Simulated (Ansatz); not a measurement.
## Response to strain in ZnO

The reference is ZnO in the wurtzite structure (space group P6_3mc, No. 186; a = 3.2300 Å, c = 5.2144 Å). Axes: x lies along a and z along c of the hexagonal cell.

Strains are applied to the cell and any free atomic positions relax.

All numbers come from plane-wave PAW DFT at the PBEsol level (Ansatz, a program for electronic structure, 420 eV), no spin-orbit coupling.

Notes on the quantities. pressure: mean of the normal stresses, compression positive; energy relative to the base: free energy F.

| variant | band gap | pressure | energy relative to the base |
|---|---|---|---|
| base | 0.70 eV | 0.00 GPa | 0 meV/atom |
| uniaxial strain ε_xx = +0.60 % | 0.69 eV | -0.86 GPa | +0.3 meV/atom |
| uniaxial strain ε_xx = +1.20 % | 0.68 eV | -1.70 GPa | +1.1 meV/atom |
| uniaxial strain ε_xx = +1.80 % | 0.67 eV | -2.52 GPa | +2.4 meV/atom |
| uniaxial strain ε_xx = +2.40 % | 0.66 eV | -3.32 GPa | +4.2 meV/atom |
| uniaxial strain ε_xx = +3.00 % | 0.65 eV | -4.10 GPa | +6.6 meV/atom |

Stability against distortions was not tested.
